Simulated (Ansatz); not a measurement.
The starting structures come from a database of crystals and need not be the phases stable at ambient conditions.

By PBEsol, the system below comes out a metal.

Without scattering a metal conducts by its projected Fermi surface.

Input:

```yaml
crystal:
  lattice:
    - [2.82393, 0.00000, 0.00000]
    - [1.41196, 4.96938, 0.00000]
    - [1.41196, 0.40119, 2.46170]
  atoms:
    - { symbol: Mo, position: [0.24289, 0.27133, 0.24289] }
    - { symbol: Mo, position: [0.75711, 0.72867, 0.75711] }
    - { symbol: N, position: [0.00000, 0.00000, 0.00000] }
```

Space group of this cell: C2/m. The cell is strained (lengths across the current scaled by 0.98, ions clamped); by PBEsol its mean pressure is 6.8 GPa.

The current flows along the normal of the first two printed cell vectors. No spin-orbit coupling; the value is a mean over 0.1 eV about the Fermi level.

Task: Predict the ballistic conductance per area from PBEsol (Ansatz, an electronic-structure program).

Result: 0.88 × 10¹⁵ S/m² for both spins.
